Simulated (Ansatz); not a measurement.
## Ag₂O (space group Pn-3m, No. 224)

Ag₂O is taken in the cubic space group Pn-3m, origin choice 1 (No. 224), Pearson symbol cP6. Conventional cell: a = 4.812 Å, b = 4.812 Å, c = 4.812 Å, α = 90.00°, β = 90.00°, γ = 90.00°. Ag on 4c is surrounded by 2 O at 2.084 Å (linear). O on 2a is coordinated by 4 Ag at 2.084 Å (tetrahedral). (Neighbours: up to the widest gap in distance over summed covalent radii, below 1.35, at either atom; cation-cation and far metal-metal contacts left out.)

The values are results of PBE/PAW in Ansatz (a first-principles code), spin-orbit coupling left out, not measurements. k-mesh 7×7×7 (Γ-centred); smearing 0.05 eV (Fermi–Dirac).

```yaml
volume_per_atom: 18.58 Å³
density: 6.91 g/cm³
band_gap: zero
total_energy: -5248.781 eV/atom (σ→0; compares only within this code and set-up)
```

Whether these cells are dynamically stable was not tested. No Hubbard U is applied, and correlation can decide whether such a compound is a metal. All final runs are without spin polarisation. The zero or small gap of Ag2O can change with the level of theory.
